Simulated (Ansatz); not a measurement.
## ZnS: response to strain

Take ZnS in the wurtzite structure (space group P6_3mc, No. 186; a = 3.738 Å, c = 6.143 Å) as the base. Axes: x lies along a and z along c of the hexagonal cell.

Strains are applied to the cell and any free atomic positions relax.

Level of theory: LDA in Ansatz (plane waves to 420 eV, PAW, no SOC).

Notes on the quantities. energy relative to the base: free energy F.

```csv
change,energy relative to the base,band gap,shortest interatomic distance
base,0 meV/atom,2.19 eV,2.293 Å
tensor shear ε_xz = +2.00 %,+2.8 meV/atom,2.14 eV,2.289 Å
tensor shear ε_xz = +1.67 %,+2.0 meV/atom,2.15 eV,2.289 Å
tensor shear ε_xz = +0.33 %,+0.1 meV/atom,2.19 eV,2.292 Å
tensor shear ε_xz = +1.33 %,+1.3 meV/atom,2.16 eV,2.290 Å
tensor shear ε_xz = +1.00 %,+0.7 meV/atom,2.17 eV,2.291 Å
tensor shear ε_xz = +0.67 %,+0.3 meV/atom,2.18 eV,2.292 Å
```

Whether these cells are dynamically stable was not tested.

Ansatz is a quantum-chemistry and plane-wave program.
